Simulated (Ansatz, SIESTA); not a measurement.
An Ansatz (a program for electronic structure) input for a self-consistent single point of LiBr (Fm-3m, 2 atoms in the cell) (DFT, LDA (PW92), plane waves, default PAW files made with PBE):

Ansatz 0.2 input:
```yaml
crystal:
  lattice:
    - [0.000000, 2.750000, 2.750000]
    - [2.750000, 0.000000, 2.750000]
    - [2.750000, 2.750000, 0.000000]
  atoms:
    - { symbol: Li, position: [0.000000, 0.000000, 0.000000] }
    - { symbol: Br, position: [0.500000, 0.500000, 0.500000] }
basis:
  ecutwfc: 30.9 Ry
kpoints:
  mp_grid: { grid: [10, 10, 10] }
hamiltonian:
  xc: lda
  pseudopotentials: { kind: paw }
scf:
  occupations: { method: fermi_dirac, width: 0.0037 Ry }
output:
  forces: true
  eigenvalues: true
  stress: true
```

**Question.** Write the same calculation as an input for SIESTA.

**Answer.** One input that does it (others would too):

```
# files in the folder: Li.psml Br.psml (PseudoDojo LDA standard)
SystemName  LiBr
SystemLabel LiBr

NumberOfAtoms                2
NumberOfSpecies              2
%block ChemicalSpeciesLabel
  1 3 Li
  2 35 Br
%endblock ChemicalSpeciesLabel
LatticeConstant              1.0 Ang
%block LatticeVectors
     0.000000000    2.750000000    2.750000000
     2.750000000    0.000000000    2.750000000
     2.750000000    2.750000000    0.000000000
%endblock LatticeVectors
AtomicCoordinatesFormat      Ang
%block AtomicCoordinatesAndAtomicSpecies
     0.000000000    0.000000000    0.000000000  1
     2.750000000    2.750000000    2.750000000  2
%endblock AtomicCoordinatesAndAtomicSpecies

XC.functional                LDA
XC.authors                   PW92
PAO.BasisSize                DZP
PAO.EnergyShift              0.005 Ry
PAO.Polarization.NonPerturbative true
MeshCutoff                   300 Ry
%block kgrid.MonkhorstPack
   10   0   0  0.0
    0  10   0  0.0
    0   0  10  0.0
%endblock kgrid.MonkhorstPack
OccupationFunction           FD
ElectronicTemperature        580.23 K

MaxSCFIterations             150
SCF.Mixer.Method             Pulay
SCF.Mixer.Weight             0.1
SCF.Mixer.History            6
SCF.DM.Tolerance             1.0E-05
Diag.ParallelOverK           true
WriteForces                  true
Charge.Mulliken              end
```

Basis, cutoffs, solver keys and any potentials are the target program's own. This input uses DFT, LDA PW92, numerical atomic orbitals DZP, PseudoDojo LDA standard norm-conserving potentials (rewritten from UPF to PSML). LDA parametrisations can differ slightly between programs. The width in Ry is rounded to four decimals. Both were run: pressure -2.80 GPa in Ansatz and -2.60 in SIESTA; gap on the mesh 4.641 eV in Ansatz and 4.924 in SIESTA. Ansatz's pressure is the one without its finite-basis correction.

On SIESTA: the starting cell has typed, rounded lattice constants, without a prior relaxation at this level. Values carry the incompleteness of an atom-centred basis.

On Ansatz: the starting cell has typed, rounded lattice constants, without a prior relaxation at this level.
